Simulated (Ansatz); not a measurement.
CsCl-type PdIn: LDA at its full settings (plane-wave cutoff 520 eV, 18×18×18 k mesh, Fermi–Dirac smearing 0.05 eV, scalar-relativistic PAW data made under PBE) and at cheaper ones, in a cell of 2 atoms with Γ-centred meshes.

```
level and setting             lattice parameter a (Å)  bulk modulus B0 (GPa)
----------------------------  -----------------------  ---------------------
LDA (Ansatz)                                    3.214                    150
LDA (Γ point alone) (Ansatz)                    3.277                    133
LDA (2×2×2 k mesh) (Ansatz)                     3.190                    179
LDA (4×4×4 k mesh) (Ansatz)                     3.217                    154
```

Largest shifts from the full settings: lattice constant a +1.96 % (LDA (Γ point alone)); bulk modulus +19.3 % (LDA (2×2×2 k mesh)).

Ansatz's density-functional and Hartree–Fock values are scalar-relativistic unless marked +SOC, with PAW data made under PBE.

Run with cheap settings on purpose, which may leave them unconverged: LDA (2×2×2 k mesh), LDA (4×4×4 k mesh), LDA (Γ point alone).

Ansatz is a first-principles code.
